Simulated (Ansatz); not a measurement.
We consider PtC (model structure, Fm-3m, No. 225, 2 atoms in the cell), described by LDA in Ansatz (PAW).

Run with plane-wave cutoff 520 eV, 22×22×22 k mesh, Fermi–Dirac smearing 0.05 eV, scalar-relativistic PAW data made under PBE.

Cell (relaxed at this level):

```cif
data_CPt
_chemical_formula_sum 'Pt1 C1'
_space_group_name_H-M_alt 'P 1'
_space_group_IT_number 1
_cell_length_a 3.10371
_cell_length_b 3.10371
_cell_length_c 3.10371
_cell_angle_alpha 60.000
_cell_angle_beta 60.000
_cell_angle_gamma 60.000
loop_
_space_group_symop_operation_xyz
  'x, y, z'
loop_
_atom_site_label
_atom_site_type_symbol
_atom_site_fract_x
_atom_site_fract_y
_atom_site_fract_z
_atom_site_occupancy
Pt1 Pt 0.00000 0.00000 0.00000 1
C1 C 0.50000 0.50000 0.50000 1
```

### Question
Predict the bulk modulus.

### Answer

- bulk modulus = 309 GPa

The run finds no gap.

Note: the bulk modulus is −V dP/dV from two relaxed cells at ±2 % in volume; the relaxation could raise the start's symmetry but not lower it, so the cell can be a saddle point.

Spin–orbit coupling is not included; it can open a gap where bands touch, and shift volumes and moduli.

The result took about 50 core-seconds (a rough figure).

A model structure was made by putting elements into a prototype or built by hand; it is no filed structure, need not be a known phase, and can be a saddle point held by its symmetry.

Ansatz is a quantum-chemistry and plane-wave program.
